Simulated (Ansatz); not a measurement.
**CaTiO₃ (I4/mcm, No. 140, 10 atoms in the cell; start COD 1567489; high-temperature phase)**

These are PBEsol (PAW; Ansatz, a first-principles code) values and carry that method's errors.

Numerical settings: plane-wave cutoff 520 eV, 10×10×10 k mesh, Fermi–Dirac smearing 0.01 eV, no spin polarisation, scalar-relativistic PAW data made under PBE.

Cell (measured lattice):

CaTiO$_{3}$ is taken in the tetragonal space group I4/mcm (No. 140), Pearson symbol tI20. Cell: a = 5.4984 Å, b = 5.4984 Å, c = 7.7828 Å, α = 90.00°, β = 90.00°, γ = 90.00°. Ti on 4c is surrounded by 6 O at 1.946–1.951 Å (octahedral). Ca on 4b sees 12 O at 2.634–2.872 Å (cuboctahedral). O1 on 8h is surrounded by 2 Ti at 1.951 Å and 2 Ca at 2.634 Å and 2 Ca at 2.872 Å (octahedral). O2 on 4a is coordinated by 2 Ti at 1.946 Å and 4 Ca at 2.749 Å (octahedral). (Neighbours: up to the widest gap in distance over summed covalent radii, below 1.35, at either atom; cation-cation and far metal-metal contacts left out.)
(The calculation used a cell of 10 atoms; values per cell refer to that cell.)

| Quantity | Result |
|---|---|
| band gap | 1.91 eV |

Note: held by symmetry at 0 K, a high-temperature phase can be a saddle point; cell and atoms aren't relaxed at this level (pressure -7.2 GPa).

Computed values are for the static lattice.

It cost around 80 core-seconds (rough) of CPU time.
